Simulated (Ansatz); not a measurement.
Name crystals whose logarithmic mean phonon energy lies between 11.2 and 17.5 meV and whose mean free path at 300 K lies between 12.9 and 20 nm, by PBEsol, DFPT electron-phonon coupling, linearised Boltzmann equation run with Ansatz (a program for electronic structure).

Many crystals can fit; among those computed here:
- CuZn (Pm-3m): 11.6 meV, 17.1 nm
- HfW2 (Fd-3m): 16.4 meV, 15.3 nm
- MgRh (Pm-3m): 14.0 meV, 16.2 nm
- ZrW2 (Fd-3m): 17.4 meV, 14.2 nm
- PtAl$_{2}$ (Fm-3m): 15.6 meV, 13.5 nm

Metals; harmonic phonons alone scatter; means over directions. The mean free path is weighted by the current that each state carries. Halving the electron mesh moves these values by up to 9 %; q meshes are mostly untested. Some of the runs warned that the eigensolver left states short of its tolerance. Spin-orbit coupling is left out.

Formula and space group known from diffraction (Crystallography Open Database), not checked to be the room-temperature form: HfW2 (Fd-3m), MgRh (Pm-3m), ZrW2 (Fd-3m). The missing spin-orbit coupling matters most for HfW2 (Fd-3m), PtAl2 (Fm-3m), ZrW2 (Fd-3m).
